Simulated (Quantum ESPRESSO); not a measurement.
Worked example: self-consistent single point of HfMo (Cmmm, 2 atoms in the cell) in Quantum ESPRESSO.

Level of theory: LDA (PZ), GBRV 1.5 ultrasoft (LDA) pseudopotentials (plane waves; Quantum ESPRESSO).

```yaml
crystal:
  lattice:
    - [1.69627, -2.50955, 0.00000]
    - [1.69627, 2.50955, 0.00000]
    - [0.00000, 0.00000, 4.51372]
  atoms:
    - { symbol: Hf, position: [0.00000, 0.00000, 0.00000] }
    - { symbol: Mo, position: [0.50000, 0.50000, 0.50000] }
```

Reference input (self-consistent single point, DFT, LDA (PZ), plane waves, GBRV 1.5 ultrasoft (LDA) pseudopotentials): ecutwfc = 40 Ry; ecutrho = 320 Ry; occupations = smearing; smearing = marzari-vanderbilt; degauss = 0.019992 Ry; potentials = {Hf: hf_lda_v1.uspp.F.UPF, Mo: mo_lda_v1.uspp.F.UPF}; K_POINTS = automatic 9 9 6 1 1 1; conv_thr = 1e-10 Ry. This run's input differs from it in these lines:

```diff
@@ -29,3 +29,3 @@
 K_POINTS automatic
-9 9 6  1 1 1
+8 8 5  1 1 1
 CELL_PARAMETERS angstrom
```

The program printed (abridged):

```
     Self-consistent Calculation

     iteration #  1     ecut=    40.00 Ry     beta= 0.70

---- Real-time Memory Report at c_bands before calling an iterative solver
           203 MiB given to the printing process from OS
            44 MiB allocation reported by mallinfo(arena+hblkhd)
------------------

     negative rho (up, down):  1.074E-01 0.000E+00

     total energy              =    -295.96995253 Ry
     estimated scf accuracy    <       3.89789035 Ry

     iteration #  2     ecut=    40.00 Ry     beta= 0.70

---- Real-time Memory Report at c_bands before calling an iterative solver
   [... lines left out ...]
           227 MiB given to the printing process from OS
            58 MiB allocation reported by mallinfo(arena+hblkhd)
------------------

     negative rho (up, down):  1.114E-01 0.000E+00

     total energy              =    -298.05195070 Ry
     estimated scf accuracy    <          4.1E-10 Ry

     iteration # 14     ecut=    40.00 Ry     beta= 0.70

---- Real-time Memory Report at c_bands before calling an iterative solver
           227 MiB given to the printing process from OS
            58 MiB allocation reported by mallinfo(arena+hblkhd)
------------------

     negative rho (up, down):  1.114E-01 0.000E+00
     End of self-consistent calculation

     the Fermi energy is    16.3159 ev

!    total energy              =    -298.05195070 Ry
     estimated scf accuracy    <          7.0E-12 Ry
     smearing contrib. (-TS)   =       0.00075507 Ry
     internal energy E=F+TS    =    -298.05270577 Ry

     convergence has been achieved in  14 iterations

     negative rho (up, down):  1.114E-01 0.000E+00

     Forces acting on atoms (cartesian axes, Ry/au):

     atom    1 type  1   force =     0.00000000    0.00000000    0.00000000
     atom    2 type  2   force =     0.00000000    0.00000000    0.00000000

     Total force =     0.000000     Total SCF correction =     0.000000

     negative rho (up, down):  1.114E-01 0.000E+00
          total   stress  (Ry/bohr**3)                   (kbar)     P=     -167.34
  -0.00109192   0.00000000   0.00000000         -160.63        0.00        0.00
   0.00000000  -0.00111927   0.00000000            0.00     -164.65        0.00
   0.00000000   0.00000000  -0.00120137            0.00        0.00     -176.73

   JOB DONE.
```

The run converged in 14 iterations. Against the reference run the free energy rises by 1.6 meV/atom and the pressure stays near -16.73 GPa while the zz stress (positive for compression) goes from -16.91 to -17.67 GPa. The full log also holds: “c_bands:  1 eigenvalues not converged”.

The starting cell comes from a database of computed structures (which also holds hypothetical and non-ambient phases and stackings), without a prior relaxation at this level. Its lattice was rescaled by a random factor within 2.5 % of one. Spin-orbit coupling is off. Spin polarisation is off. With a pressure of about -17 GPa the cell is away from its equilibrium volume at this level.

Cost on one core of a shared machine: roughly 30 s.
